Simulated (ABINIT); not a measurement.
A self-consistent single point of CdAu (P1, 2 atoms in the cell) with ABINIT.

Method of the run: PBEsol, PAW (JTH v2.0 PBE PAW, files made for PBE) (plane waves; ABINIT).

The change in words: atoms moved at random. Reference geometry:
```yaml
crystal:
  lattice:
    - [3.09033, 0.00000, 0.00000]
    - [-1.54516, 2.67630, 0.00000]
    - [0.00000, 0.00000, 4.60128]
  atoms:
    - { symbol: Cd, position: [0.00000, 0.00000, 0.00000] }
    - { symbol: Au, position: [0.33333, 0.66667, 0.50000] }
```

Reference input (self-consistent single point, DFT, PBEsol, plane waves, PAW (JTH v2.0 PBE PAW, files made for PBE)): pseudos = [Cd.GGA_PBE-JTH.xml, Au.GGA_PBE-JTH.xml]; ecut = 26 Ha; pawecutdg = 52 Ha; pawxcdev = 0; ixc = -116133; occopt = 3; tsmear = 0.1 eV; ngkpt = 8 8 5; nshiftk = 1; shiftk = 0 0 0; potentials = JTH v2.0 PBE PAW; nband = 17. This run's input differs from it in these lines:

```diff
@@ -3,6 +3,6 @@
 pseudos "Cd.GGA_PBE-JTH.xml, Au.GGA_PBE-JTH.xml"
-acell 5.8398770226 5.8398770226 8.6951590227
+acell 5.8398773347 5.8398768665 8.6951590227
 rprim
-         1.0000000000    0.0000000124    0.0000000000
-        -0.5000000107    0.8660253976    0.0000000000
+         1.0000000000    0.0000000000    0.0000000000
+        -0.5000000401    0.8660253806    0.0000000000
          0.0000000000    0.0000000000    1.0000000000
@@ -13,4 +13,4 @@
 xred
-         0.0000000000    0.0000000000    0.0000000000
-         0.3333333333    0.6666666667    0.5000000000
+         0.0057400000    0.0049120000    0.0046070000
+         0.3275930000    0.6617550000    0.4953930000
 ecut 26
```

Log, with long lists cut:

```
--- !BeginCycle
solver: {iscf: 17, nstep: 80, nline: 4, wfoptalg: 10, }
tolerances: {tolvrs: 1.00E-11, }
...

     iter   Etot(hartree)      deltaE(h)  residm     nres2
 ETOT  1  -81.508379751376    -8.151E+01 4.072E-01 2.063E+01
 ETOT  2  -81.935949963313    -4.276E-01 2.704E-01 8.725E+03
 ETOT  3  -81.850187536766     8.576E-02 1.242E-01 2.438E+01
 ETOT  4  -81.766108329665     8.408E-02 2.298E-02 5.443E+00
 ETOT  5  -81.763223092908     2.885E-03 7.232E-03 3.236E-01
   [... 26 lines left out ...]
 ETOT 32  -81.765677148604     3.155E-12 2.528E-05 2.572E-10
 ETOT 33  -81.765677148604    -4.405E-13 2.267E-05 4.555E-11
 ETOT 34  -81.765677148604     4.263E-14 2.437E-05 8.451E-11
 ETOT 35  -81.765677148604    -1.137E-13 2.338E-05 7.050E-12
 At SCF step   35       nres2   =  7.05E-12 < tolvrs=  1.00E-11 =>converged.

 Cartesian components of stress tensor (hartree/bohr^3)
  sigma(1 1)=  1.23927899E-04  sigma(3 2)= -2.17099321E-06
  sigma(2 2)=  1.18457936E-04  sigma(3 1)= -1.48478613E-06
  sigma(3 3)=  1.68845013E-04  sigma(2 1)=  2.03101920E-06

 ----iterations are completed or convergence reached----

 reduced coordinates (array xred) for    2 atoms
       0.005740000000      0.004912000000      0.004607000000
       0.327593000000      0.661755000000      0.495393000000
 cartesian forces (eV/Angstrom) at end:
    1     -0.02612366240203    -0.03684706837451    -0.24556371406843
    2      0.02612366240203     0.03684706837451     0.24556371406843
 frms,max,avg= 1.4415465E-01 2.4556371E-01   1.469E-04  2.870E-04  5.409E-04 e/A
   [... lines left out ...]
 Fermi (or HOMO) energy (eV) =   7.50412   Average Vxc (eV)= -11.23311
   [... lines left out ...]
'-kT*entropy'       : -9.21209455752357E-04
total_energy        : -8.17656745411091E+01
total_energy_eV     : -2.22495715650995E+03
...

-Cartesian components of stress tensor (GPa)         [Pressure= -4.0329E+00 GPa]
- sigma(1 1)=  3.64608407E+00  sigma(3 2)= -6.38728148E-02
- sigma(2 2)=  3.48515222E+00  sigma(3 1)= -4.36839089E-02
- sigma(3 3)=  4.96759096E+00  sigma(2 1)=  5.97546377E-02

 Calculation completed.
```

The run converged in 35 iterations. Against the reference run the free energy rises by 3.0 meV/atom, the pressure goes from -4.17 to -4.03 GPa and the largest force goes from 0.000 to 0.250 eV/Å.

The starting cell comes from a database of computed structures (which also holds hypothetical and non-ambient phases and stackings), without a prior relaxation at this level. For this run, on top of that: atoms moved at random. The potentials were made for another functional than the one used. With a pressure of about -4 GPa the cell is away from its equilibrium volume at this level.

Cost on one core of a shared machine: roughly 5 min.
